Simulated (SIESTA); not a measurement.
Band structure of WS2 (P6_3/mmc, 6 atoms in the cell).

```
WS2
1.0
    3.23485     0.00000     0.00000
   -1.61742     2.80146     0.00000
    0.00000     0.00000    13.18464
W S
2 4
Direct
  0.33333   0.66667   0.25000
  0.66667   0.33333   0.75000
  0.33333   0.66667   0.62980
  0.66667   0.33333   0.37020
  0.66667   0.33333   0.12980
  0.33333   0.66667   0.87020
```

Method of the run: GGA PBE, numerical atomic orbitals DZP, PseudoDojo PBE standard norm-conserving potentials (rewritten from UPF to PSML) in SIESTA.

Settings: XC.functional = GGA; XC.authors = PBE; potentials = PseudoDojo PBE standard; PAO.BasisSize = DZP; PAO.EnergyShift = 0.01 Ry; MeshCutoff = 350 Ry; kgrid.MonkhorstPack = 8 8 2; OccupationFunction = FD; ElectronicTemperature = 10 K; MaxSCFIterations = 150; SCF.Mixer.Method = Pulay; SCF.Mixer.Weight = 0.1; SCF.Mixer.History = 6; SCF.DM.Tolerance = 1.0E-04.

The starting cell comes from a database of computed structures (which also holds hypothetical and non-ambient phases and stackings), without a prior relaxation at this level. Its lattice was rescaled by a random factor within 2.5 % of one. Spin-orbit coupling is off. Values carry the incompleteness of an atom-centred basis.

Predict the gap along the standard path and the places of the band edges.

The gap along the path is 1.22 eV, from Γ to K; the smallest direct gap on it is 1.64 eV.

Levels in eV from the top of the valence band on the path, bands 23 to 27:
| point | 23 | 24 | 25 | 26 | 27 |
|---|---|---|---|---|---|
| Γ | -2.06 | -1.56 | -0.76 | 0.00 | 2.37 |
| M | -1.76 | -1.67 | -1.40 | -1.30 | 2.10 |
| K | -2.72 | -2.72 | -0.50 | -0.42 | 1.22 |
| A | -2.07 | -2.07 | -0.25 | -0.25 | 2.37 |
| L | -1.72 | -1.72 | -1.34 | -1.34 | 2.11 |
| H | -2.78 | -2.78 | -0.46 | -0.46 | 1.22 |

Higher empty bands are left out: an atom-centred basis made for the valence describes them poorly.
